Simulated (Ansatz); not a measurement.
Consider AlN in the wurtzite structure (space group P6_3mc, No. 186; a = 3.0888 Å, c = 4.9433 Å). Axes: x lies along a and z along c of the hexagonal cell.

Level of theory: LDA (Ansatz, a program for electronic structure; PAW; 420 eV plane waves; no spin-orbit coupling).

Modification: the cell is stretched by 1.80 % along x with no lateral relaxation; the atoms relax in the strained cell.

**Question.** Predict the stress tensor and what it implies for the stiffness.

**Answer.** Stress of the strained cell less that of the base (GPa, compression positive):
```
  -6.84    0.00    0.00
   0.00   -2.50    0.00
   0.00    0.00   -1.95
```

Then −Δσ_ii/ε with ε = 0.0180 gives secant stiffness values (nonlinear terms included at this strain): C11 ≈ 380 GPa, C12 ≈ 139 GPa and C13 ≈ 108 GPa.

No phonon test of stability was made.
